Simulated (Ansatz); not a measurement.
# How a calculation on VSi (P6_3/mmc, 8 atoms in the cell) responds to its settings

```xyz
8
Lattice="3.4111 0.0000 0.0000 -1.7056 2.9541 0.0000 0.0000 0.0000 11.5079" Properties=species:S:1:pos:R:3 pbc="T T T"
V      0.0000     1.9694     1.4385
V      1.7056     0.9847     7.1925
V      1.7056     0.9847    10.0694
V      0.0000     1.9694     4.3155
Si     0.0000     0.0000     0.0000
Si     0.0000     0.0000     5.7540
Si     0.0000     1.9694     8.6310
Si     1.7056     0.9847     2.8770
```
Moments meant for the start (each program seeds them in its own way; μB, in the order of the atoms V V V V Si Si Si Si): 2.0 2.0 2.0 2.0 0.0 0.0 0.0 0.0.

Base run A: PBE (Ansatz, a program for electronic structure), self-consistent single point.

Its settings: kpoints.mp_grid.grid = 8 8 2; hamiltonian.xc = pbe; hamiltonian.pseudopotentials = {kind: paw} (the program's default PAW files); magnetization.spin_polarized = true; scf.occupations.method = cold; scf.occupations.width = 0.1 eV.

The starting cell was generated: these elements placed on a structure prototype, without a prior relaxation; it need not be a known phase or ordering of this composition. Its lattice was rescaled by a random factor within 2.5 % of one. The starting moments vanished: the run ended non-magnetic, which need not be the lowest state. The program warned that a starting moment was not kept. In the base run, forces exceed 1 eV/Å. Ansatz's pressure includes its estimate of the finite-basis (Pulay) stress.

ΔF is the free energy per atom less that of run A. 

```json
[
 {"run": "A", "kpoints.mp_grid.grid, scf.occupations.width": "8 8 2, 0.1 eV", "ΔF (meV/atom)": "0.00", "pressure (GPa)": "2.06", "largest force (eV/Å)": "1.873", "TS (meV/atom)": "0.9", "k-points": "20"},
 {"run": "B", "kpoints.mp_grid.grid, scf.occupations.width": "5 5 2, 0.03 eV", "ΔF (meV/atom)": "1.25", "pressure (GPa)": "1.95", "largest force (eV/Å)": "1.749", "TS (meV/atom)": "-0.1", "k-points": "10"},
 {"run": "C", "kpoints.mp_grid.grid, scf.occupations.width": "5 5 2, 0.1 eV", "ΔF (meV/atom)": "1.00", "pressure (GPa)": "1.98", "largest force (eV/Å)": "1.774", "TS (meV/atom)": "1.0", "k-points": "10"},
 {"run": "D", "kpoints.mp_grid.grid, scf.occupations.width": "5 5 2, 0.3 eV", "ΔF (meV/atom)": "-0.78", "pressure (GPa)": "2.09", "largest force (eV/Å)": "1.737", "TS (meV/atom)": "4.5", "k-points": "10"},
 {"run": "E", "kpoints.mp_grid.grid, scf.occupations.width": "6 6 2, 0.03 eV", "ΔF (meV/atom)": "-4.2", "pressure (GPa)": "1.97", "largest force (eV/Å)": "1.893", "TS (meV/atom)": "0.1", "k-points": "14"},
 {"run": "F", "kpoints.mp_grid.grid, scf.occupations.width": "6 6 2, 0.1 eV", "ΔF (meV/atom)": "-3.2", "pressure (GPa)": "1.96", "largest force (eV/Å)": "1.894", "TS (meV/atom)": "-2.2", "k-points": "14"},
 {"run": "G", "kpoints.mp_grid.grid, scf.occupations.width": "6 6 2, 0.3 eV", "ΔF (meV/atom)": "-1.54", "pressure (GPa)": "2.05", "largest force (eV/Å)": "1.765", "TS (meV/atom)": "1.2", "k-points": "14"},
 {"run": "H", "kpoints.mp_grid.grid, scf.occupations.width": "8 8 2, 0.03 eV", "ΔF (meV/atom)": "0.04", "pressure (GPa)": "2.07", "largest force (eV/Å)": "1.913", "TS (meV/atom)": "0.0", "k-points": "20"},
 {"run": "I", "kpoints.mp_grid.grid, scf.occupations.width": "8 8 2, 0.3 eV", "ΔF (meV/atom)": "-0.81", "pressure (GPa)": "2.05", "largest force (eV/Å)": "1.785", "TS (meV/atom)": "0.4", "k-points": "20"},
 {"run": "J", "kpoints.mp_grid.grid, scf.occupations.width": "9 9 3, 0.03 eV", "ΔF (meV/atom)": "-1.66", "pressure (GPa)": "2.06", "largest force (eV/Å)": "1.860", "TS (meV/atom)": "-0.1", "k-points": "24"},
 {"run": "K", "kpoints.mp_grid.grid, scf.occupations.width": "9 9 3, 0.1 eV", "ΔF (meV/atom)": "-1.45", "pressure (GPa)": "2.04", "largest force (eV/Å)": "1.850", "TS (meV/atom)": "-0.5", "k-points": "24"},
 {"run": "L", "kpoints.mp_grid.grid, scf.occupations.width": "9 9 3, 0.3 eV", "ΔF (meV/atom)": "-0.65", "pressure (GPa)": "2.05", "largest force (eV/Å)": "1.777", "TS (meV/atom)": "-0.6", "k-points": "24"}
]
```

Run B against A: The free energy rises by 1.2 meV/atom, the pressure goes from 2.06 to 1.95 GPa and the largest force goes from 1.873 to 1.749 eV/Å.

Run G against A: The free energy falls by 1.5 meV/atom, the pressure hardly changes (2.06 to 2.05 GPa) and the largest force goes from 1.873 to 1.765 eV/Å.

Run D against A: The free energy is nearly the same (within 1 meV/atom), the pressure hardly changes (2.06 to 2.09 GPa) and the largest force goes from 1.873 to 1.737 eV/Å.

Keys are those of Ansatz 0.2.
